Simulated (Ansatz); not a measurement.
Abridged Ansatz (a first-principles code) output:

```
Relaxation: its limit of steps is 50 (relax.max_steps)
Pseudopotential: Al, paw, valence charge 3
Pseudopotential: Ti, paw, valence charge 12
Crystal: 2 atoms, lattice volume = 32.135 Å³
Basis set: ecut = 500 eV, 815 PW (Γ), exchange–correlation on 96×96×120 points (64 copies of the dense FFT grid, shifted against one another)
Bands: 12, of which v1, the nominal top of the filled ones, is band 8 counted from 1 (7 counted from 0)
Symmetry: 16 space group operations
k-points: 528 of 5600
Functional: x = r2scan, c = r2scan; τ floored in thin density (d = 2e-4 eV/Å³)
SCF iter   1: F=—  HF=-3045.812244 eV  |F-HF|=—  |Δ(HF+E_count)|=         —  Δρ=4.96e-2  dr2=7.35e-1  dr2_τ=3.43e-2  ethr=3.10e-3  ⟨swp⟩=4.5  Hψ=31847  notcnv=0
SCF iter   2: F=—  HF=-3045.749025 eV  |F-HF|=—  |Δ(HF+E_count)|=   6.32e-2  Δρ=2.33e-2  dr2=2.14e-1  dr2_τ=3.07e-3  ethr=3.10e-3  ⟨swp⟩=2.7  Hψ=15360  notcnv=0
SCF 1 converged in 8 iterations: F = -3045.716534 eV  dr2 = 2.06e-9
relax step   1: F+E_penalty+E_count = -3045.71653440 eV  Δ(F+E_penalty+E_count) = +0.000e0 eV  max|allowed force component| = 8.628e-32 eV/Å  Δτ_max = 0.0000 Å  P = -0.001 GPa  Ω = 32.135 Å³  (8 SCF iters, dr2 threshold 1.00e-7 eV, accepted)
[... steps on the carried basis left out ...]
relax step   8: F+E_penalty+E_count = -3045.66783785 eV  Δ(F+E_penalty+E_count) = -6.521e-7 eV  max|allowed force component| = 2.958e-31 eV/Å  Δτ_max = 0.0000 Å  P = -2.667 GPa  Ω = 32.904 Å³  stress off target by 6.49e-4 GPa  SCF on the basis re-selected at this cell (its energy is not comparable with the rows above)  (5 SCF iters)
SCF converged after 5 iterations
Free energy (F): -3045.667838 eV
Internal energy: -3045.613157 eV  (E = F + TS)
E sigma→0 (E₀):  -3045.640498 eV
Entropy (-TS):   -0.054681 eV (-27.340 meV/atom)
Fermi energy:    10.776037 eV
--- Forces (eV/Å), atoms counted from 1 ---
  atom   1  Al    -0.00000000     0.00000000     0.00000000
  atom   2  Ti     0.00000000     0.00000000     0.00000000
--- Stress (GPa, compression-positive) ---
       -0.000434       0.000000       0.000000
        0.000000      -0.000434       0.000000
        0.000000       0.000000      -7.999351
  P = ⅓ Tr σ = -2.6667 GPa (-26.667 kbar)
--- Relaxed structure (6 steps of the walk, 6 accepted, 2 SCFs on fresh bases) ---
  cell:  # Å, volume = 32.9041 Å³
    - [2.762459330067573, -3.394423644839047e-34, 0.0]
    - [-5.098291199895511e-34, 2.762459330067573, 0.0]
    - [0.0, 0.0, 4.311791089154775]
  atoms:
    - { symbol: Al, position: [0.49999999999999994, 0.49999999999999994, 0.49999999999999994] }
    - { symbol: Ti, position: [-4.279577216963853e-36, -4.279577216963853e-36, 0.0] }
```

**Question.** What was computed, and what are the main results?

**Answer.** TiAl, 2 atoms in the cell, with r2SCAN in Ansatz (plane waves to 500 eV, PAW, no spin-orbit coupling), earlier PAW set, from a series relaxed to a target (uniaxial stress, 8 GPa tension along z). The last SCF converged to F = -3045.667838 eV, or -1522.8339 eV per atom. The total energy compares only with runs of the same code, potentials and settings.

Load acts through the strain it causes; cell and atoms are relaxed under it. Beyond what the load breaks, stability against distortions was not tested. All final runs are without spin polarisation. The cell was made from TiAl (space group P4/mmm, No. 123) by this change: uniaxial stress, 8 GPa tension along z.

Keys are those of Ansatz 0.2.
